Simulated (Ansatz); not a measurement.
The parent structure is GaN in the zinc blende structure (space group F-43m, No. 216; a = 4.549 Å).

Method: plane-wave PAW DFT at the PBE level (Ansatz, an electronic-structure program, 420 eV), spin-orbit coupling left out.

For the base:

The width of the top valence band is 3.50 eV and the band gap is 1.54 eV. The electron mass is 0.14 mₑ (at Γ).

One thing is altered: the cell is scaled by 1.0200 in all directions, atoms relaxed at fixed cell.

Q: How does this affect the width of the top valence band?

A: The width of the top valence band decreases by 0.27 eV to 3.23 eV.

Q: Predict the new band gap.

A: The band gap falls by 0.38 eV (1.54 eV → 1.16 eV).

Q: How does this affect the electron mass?

A: The electron mass changes from 0.14 mₑ (at Γ) to 0.11 mₑ (at Γ).

The cells carry an imposed strain or load. Masses are band curvatures over ±0.01 Å⁻¹ around the edge. Stability against distortions was not tested. This is not the structure that GaN has at room temperature and ambient pressure.
